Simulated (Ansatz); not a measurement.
# O vacancy (V_O) in monoclinic HfO2

Level of theory: PBE, PAW (plane waves to 420 eV; Ansatz, a quantum-chemistry and plane-wave program). The supercell holds 96 host sites (2×2×2 repeats of the unit cell), with a 2×2×2 shifted k-point sampling for the final energies. Site at the start: the O(2,4-fold) site. Energies of charged states are corrected for periodic images (point charge plus alignment at distant sites). Dielectric constants: PBE linear response of the host. Host gap at this level: 4.04 eV. A cell of this size leaves errors of a few tenths of an eV. PBE underestimates the host's gap, which shifts levels and can delocalise carriers. Spin–orbit coupling is left out, which matters for these heavy elements. Each state is the lowest found from its start.

Formation energies E_f are given with the Fermi level at the valence-band maximum. Chemical conditions: Hf-rich (Δμ(O) = -5.19 eV; only phases computed here count, gases as isolated molecules at 0 K); O-rich (Δμ(O) = 0.00 eV; only phases computed here count, gases as isolated molecules at 0 K). Reference phases: O: O2 molecule in a box.

Charges from +2 to −1 were run; one beyond them could lie lower near a band edge.

| charge | moment (μB) | point group | largest move off a lattice site (Å) | image correction with alignment (eV) | E_f, Hf-rich (eV) | E_f, O-rich (eV) |
|---|---|---|---|---|---|---|
| +2 | not spin-polarised | C1 | 0.40 | 0.19 | -3.88 | 1.31 |
| +1 | 1.0 | C1 | 0.16 | 0.01 | -1.57 | 3.62 |
| 0 | not spin-polarised | C1 | 0.07 | 0.00 | 1.00 | 6.19 |
| −1† | 1.0 | – | 0.10 | 0.17 | – | – |

† Not settled in this cell, so no level is given: charge −1: level within 0.1 eV of a band edge or past it.

Point groups are those of the whole cell at tolerances of 0.03 and 0.1 Å ("near" where only the looser one holds); none is given for unsettled states.

Transition levels above the valence-band maximum: ε(+2/+1) = 2.31 eV; ε(+1/0) = 2.56 eV. On the lower envelope of the bound states, inside the gap: (+2/+1) at 2.31 eV; (+1/0) at 2.56 eV.

Flagged in the runs: a doubtful potential alignment, a host whose relaxation on this sampling wasn't shown to rest.

All states together cost roughly 6 core-hours.
